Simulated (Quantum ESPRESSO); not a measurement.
A working Quantum ESPRESSO input for Hf2N2O (P1, 20 atoms in the cell) (DFT, LDA (PZ), plane waves, GBRV 1.5 ultrasoft (LDA) pseudopotentials):

```fortran
&CONTROL
 calculation = 'scf',
 prefix = 'Hf2N2O',
 outdir = './tmp/',
 pseudo_dir = './',
 tprnfor = .true.,
 tstress = .true.,
/
&SYSTEM
 ibrav = 0,
 nat = 20,
 ntyp = 3,
 ecutwfc = 40,
 ecutrho = 320,
 occupations = 'fixed',
 nbnd = 84,
/
&ELECTRONS
 conv_thr = 1.0d-10,
 mixing_beta = 0.5,
/
ATOMIC_SPECIES
Hf   178.4900  hf_lda_v1.uspp.F.UPF
N     14.0070  n_lda_v1.2.uspp.F.UPF
O     15.9990  o_lda_v1.2.uspp.F.UPF
CELL_PARAMETERS {angstrom}
   5.43663000     0.00000000     0.00000000
   2.68790300     4.77082400     0.00000000
   2.63564900     1.44390400     9.74073200
ATOMIC_POSITIONS {crystal}
Hf    0.69222000    0.68672000    0.96359000
Hf    0.83029000    0.81788000    0.53566000
Hf    0.41125000    0.44062000    0.71449000
Hf    0.91991000    0.95239000    0.21430000
Hf    0.08742000    0.06693000    0.78595000
Hf    0.56707000    0.58019000    0.28492000
Hf    0.20042000    0.16787000    0.46530000
Hf    0.31922000    0.31054000    0.03565000
N     0.08416000    0.67536000    0.87397000
N     0.41832000    0.82835000    0.62181000
N     0.38392000    0.07457000    0.87453000
N     0.11208000    0.42437000    0.62782000
N     0.16983000    0.86786000    0.37686000
N     0.62168000    0.91990000    0.12537000
N     0.57780000    0.17314000    0.37006000
N     0.92076000    0.32761000    0.12132000
O     0.68070000    0.37352000    0.87573000
O     0.81155000    0.12881000    0.62592000
O     0.87276000    0.56312000    0.37906000
O     0.31865000    0.62023000    0.12769000
K_POINTS {automatic}
4 4 2  0 0 0
```

The run converged in 18 iterations: free energy E − TS -21248.9341 eV; top of the valence band (on the code's own zero) 11.67 eV; gap on the k-point mesh 2.25 eV; pressure -10.99 GPa; largest force (vector length) 0.144 eV/Å. Each of these slips is then made, one at a time:

(1)
```diff
- nbnd = 84,
+ nbnd = 79,
```

(2)
```diff
- nat = 20,
+ nat = 21,
```

(3)
files of Hf and N swapped in ATOMIC_SPECIES, so the sites hold each other's element; pseudopotentials: {Hf: hf_lda_v1.uspp.F.UPF, N: n_lda_v1.2.uspp.F.UPF, O: o_lda_v1.2.uspp.F.UPF} → {Hf: n_lda_v1.2.uspp.F.UPF, N: hf_lda_v1.uspp.F.UPF, O: o_lda_v1.2.uspp.F.UPF}

**Question.** What happens in each case?

**Answer.** 
(1) Too few bands. The program stopped before any SCF iteration.
```
Error in routine setup (1):
too few bands
```

(2) An atom count that does not match the list of atoms. The program stopped before any SCF iteration.
```
Error in routine read_cards (21):
wrong number of columns in ATOMIC_POSITIONS
```

(3) Potential files assigned to the wrong elements. The run converged in 33 iterations without an error; against the sound input the pressure goes from -10.99 to -1.61 GPa and the largest force goes from 0.144 to 3.959 eV/Å.

The starting cell comes from a database of computed structures (which also holds hypothetical and non-ambient phases and stackings), without a prior relaxation at this level. Spin-orbit coupling is off. In the base run, with a pressure of about -11 GPa the cell is away from its equilibrium volume at this level.

Left out of this page: 3 runs of the series outside the window shown, repeating another row's setting, or not comparable.
